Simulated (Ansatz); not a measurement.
A15 Mo3Si, treated with r²SCAN-D4 (plane waves, PAW; Ansatz, a program for electronic structure).

Settings: plane-wave cutoff 500 eV, 8×8×8 k mesh, Fermi–Dirac smearing 0.05 eV, no spin polarisation, scalar-relativistic PAW data made under PBE.

Computed at the level's own relaxed cell.

Problem. Give the computed volume per atom and lattice parameter a.

Solution. 
- volume per atom: 14.47 Å³/atom
- lattice parameter a: 4.874 Å

Measured, for comparison: lattice constant a 4.889 Å (temperature not stated, copied from a table, unchecked, no zero-point or thermal correction; as tabulated in Dopovidi Akademii Nauk Ukrains'koi RSR, Seriya A: Fiziko-Tekhnichni ta Matematichni Nauki 1970, 553 (1970)). Computed (rounded) less measured: lattice constant a not scored (unchecked). A static lattice is as a rule a little smaller and stiffer than an uncorrected measurement, which narrows the difference in the lattice constant a and would widen misses of the other sign.

Computed values are for the static lattice.

Cost on a shared machine: about 90 core-seconds (a rough figure).
